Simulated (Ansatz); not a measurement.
By hand: reaction energy

Consider the reaction energy. Reaction: TiI4 (gas) → Ti (hcp) + 4 I (atom). The sign is products less reactants.

An isolated I atom (doublet) in a box of 11 × 11 × 12 Å.

Ansatz (a quantum-chemistry and plane-wave program) with PAW potentials; structures come from PBE relaxations, nuclei static, no net charge. Ansatz runs with its PAW set soft_1. A dispersion term (D3(BJ), or D4 for r2SCAN) was computed beside these levels and is taken off wherever the name lacks it. Spin-orbit coupling is left out.

Total energies of the cells in eV, at zero smearing width. They compare only within one column; the weights balance every element.

```csv
cell,atoms,weight,PBE
Ti (hcp),2,+1,-4999.33461
I (atom),1,+8,-7511.70287
TiI4 (gas),5,−2,-32555.50656
```

PBE: (-4999.33461) + 8 × (-7511.70287) − 2 × (-32555.50656) = 18.056 eV; dividing by 2 gives 9.03 eV.

What follows from the PBE value: Per mole of the reaction as written, 9.028 eV × 96.485 = 871.1 kJ.
